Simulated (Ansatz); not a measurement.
Consider SrTiO₃ in the cubic perovskite structure (space group Pm-3m, No. 221; a = 3.936 Å).

The values are results of Ansatz (a program for electronic structure), PBE, PAW, cutoff 420 eV, scalar-relativistic without spin-orbit coupling, not measurements.

| level | lattice parameter a |
|---|---|
| PBE | 3.936 Å |

Problem. From these computed values, estimate the measured ones, and say how each level misses.

Solution. Measured: lattice parameter a 3.89 Å (0 K or low temperature; corrected from measurement; as listed in D. I. Bilc et al., Physical Review B (2008)). Computed minus measured — lattice parameter a: PBE +1.2 %.

Stability against distortions was not tested. The final runs are not spin-polarised. Many cubic perovskites are stable only at high temperature; tilts and polar distortions were not tested.
